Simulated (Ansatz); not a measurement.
Base system: PbSe in the rock salt structure (space group Fm-3m, No. 225; a = 6.102 Å). Axes: x, y, z lie along the cube axes.

Calculations: Kohn–Sham DFT with the PBEsol functional, run in Ansatz (a first-principles code) with PAW and 420 eV plane waves, no spin-orbit coupling.

Strains are applied to the cell and any free atomic positions relax.

One change was made to it. Results:

The energy increases by 6.9 meV/atom; the band gap rises by 0.066 eV (0.17 eV → 0.23 eV).

Problem. What was done to the base?
A) uniaxial strain ε_zz = +1.50 %
B) uniaxial strain ε_zz = −1.50 %
C) uniaxial strain ε_zz = −3.00 %
D) uniaxial strain ε_zz = +2.50 %
E) uniaxial strain ε_zz = +1.00 %

Solution. D, uniaxial strain ε_zz = +2.50 %. For comparison, the energy relative to the base in the other runs: uniaxial strain ε_zz = +1.50 % gives +2.6 meV/atom; uniaxial strain ε_zz = +1.00 % gives +1.2 meV/atom; uniaxial strain ε_zz = −3.00 % gives +13 meV/atom; uniaxial strain ε_zz = −1.50 % gives +2.9 meV/atom.

With Pb present, leaving out spin-orbit coupling can change the band edges. Whether these cells are dynamically stable was not tested. The final runs are not spin-polarised. A zero or small gap of PbSe can be the functional's error rather than a property of the material.
